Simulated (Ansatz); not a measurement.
**Zr, response to strain**

Start from Zr in the hcp (Mg type) structure (space group P6_3/mmc, No. 194; relaxed with 0.1 eV smearing).

```
CELL_PARAMETERS angstrom
      3.14377     0.00000     0.00000
     -1.57189     2.72259     0.00000
      0.00000     0.00000     5.09284
ATOMIC_POSITIONS crystal
  Zr 0.66667 0.33333 0.75000
  Zr 0.33333 0.66667 0.25000
```

Strains are applied to the cell and any free atomic positions relax.

Computed with Ansatz (a first-principles code) LDA, no spin-orbit coupling.

Notes on the quantities. energy relative to the base: free energy F.

| isotropic strain (%) | energy relative to the base (meV/atom) |
|---|---|
| -3 | 61.1 |
| -2.5 | 42.0 |
| -2 | ? |
| -1 | 6.5 |
| 0 | 0.0 |
| 1 | 6.2 |
| 1.5 | 13.8 |
| 2.5 | 37.5 |
| 3 | 53.4 |

### Question
Fit ΔE = Aε² + Bε³ (ε in %) to the rows shown and predict the withheld row.

### Answer
Least squares on the printed values gives A = 6.36 and B = -0.14 meV/atom (largest residual 0.0 meV/atom); this predicts 26.6 meV/atom, and the run gives 26.5 meV/atom, in agreement.

Whether these cells are dynamically stable was not tested. The final runs are not spin-polarised.
